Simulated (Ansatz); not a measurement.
**Effect of pressure 7 GPa on Pd2Ge**

Base system: Pd$_{2}$Ge (space group P-62m, No. 189; a = 6.6903 Å, c = 3.4165 Å; a cell from a computed database, its experimental status unchecked).

The change: a hydrostatic pressure of 7 GPa.

Level of theory: Kohn–Sham DFT with the PBEsol functional, run in Ansatz (a quantum-chemistry and plane-wave program) with PAW and 420 eV plane waves, without spin-orbit coupling, earlier PAW set. Γ-centred 8×8×14 mesh, Fermi–Dirac width 0.05 eV.

```json
[
 {"quantity": "volume per atom", "base": "14.72 Å³", "changed": "14.18 Å³", "shift": "-0.54 Å³"},
 {"quantity": "density", "base": "10.74 g/cm³", "changed": "11.15 g/cm³", "shift": "+0.41 g/cm³"},
 {"quantity": "c/a ratio", "base": "0.511", "changed": "0.492", "shift": "-0.019"},
 {"quantity": "shortest interatomic distance", "base": "2.470 Å", "changed": "2.455 Å", "shift": "-0.015 Å"},
 {"quantity": "enthalpy H = E + PV relative to the base's energy", "base": "–", "changed": "+0.63 eV/atom", "shift": "–"},
 {"quantity": "band gap", "base": "zero", "changed": "zero", "shift": "–"}
]
```

Final structure:

```yaml
crystal:
  lattice:
    - [6.69034, 0.00000, 0.00000]
    - [-3.34517, 5.79401, 0.00000]
    - [0.00000, 0.00000, 3.29129]
  atoms:
    - { symbol: Ge, position: [0.66667, 0.33333, 0.00000] }
    - { symbol: Ge, position: [0.33333, 0.66667, 0.00000] }
    - { symbol: Ge, position: [0.00000, 0.00000, 0.50000] }
    - { symbol: Pd, position: [0.61170, 0.00000, 0.50000] }
    - { symbol: Pd, position: [0.38830, 0.38830, 0.50000] }
    - { symbol: Pd, position: [0.00000, 0.61170, 0.50000] }
    - { symbol: Pd, position: [0.00000, 0.27349, 0.00000] }
    - { symbol: Pd, position: [0.27349, 0.00000, 0.00000] }
    - { symbol: Pd, position: [0.72651, 0.72651, 0.00000] }
```

Cost of the whole job for the changed cell (relaxation, final SCF and bands): about 4 core-minutes (a rough figure).

Load acts through the strain it causes; cell and atoms are relaxed under it. Stability against distortions was not tested. No other phases were tried under pressure. The final runs are not spin-polarised.
